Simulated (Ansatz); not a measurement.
## A computed series for NaCl: pressure series

The parent structure is NaCl in the NiAs type structure (space group P6_3/mmc, No. 194; a = 3.8571 Å, c = 6.9858 Å; a cell from a computed database, its experimental status unchecked).

Cell and atoms are relaxed at each pressure.

Level of theory: Ansatz (a program for electronic structure) PBEsol, spin-orbit coupling left out.

Computed cases, in order: pressure −2 GPa; pressure −1 GPa; 0 GPa (base); pressure 0.3 GPa; pressure 0.7 GPa; pressure 1.5 GPa; pressure 3 GPa; pressure 5 GPa; pressure 7.5 GPa; pressure 10 GPa.

Problem. Between which two neighbouring cases does the gap turn between direct and indirect?

Solution. Between pressure 5 GPa (4.96 eV, indirect, K → Γ) and pressure 7.5 GPa (5.16 eV, direct at Γ). The whole series: pressure −2 GPa: 4.06 eV, indirect, K → Γ; pressure −1 GPa: 4.24 eV, indirect, K → Γ; 0 GPa (base): 4.38 eV, indirect, K → Γ; pressure 0.3 GPa: 4.43 eV, indirect, K → Γ; pressure 0.7 GPa: 4.48 eV, indirect, K → Γ; pressure 1.5 GPa: 4.58 eV, indirect, K → Γ; pressure 3 GPa: 4.75 eV, indirect, K → Γ; pressure 5 GPa: 4.96 eV, indirect, K → Γ; pressure 7.5 GPa: 5.16 eV, direct at Γ; pressure 10 GPa: 5.31 eV, direct at Γ.

Load acts through the strain it causes; cell and atoms are relaxed under it. Stability against distortions was not tested. No other phases were tried under pressure. The base started in P-62m and relaxed to P6_3/mmc at this level. This is not the structure that NaCl has at room temperature and ambient pressure.
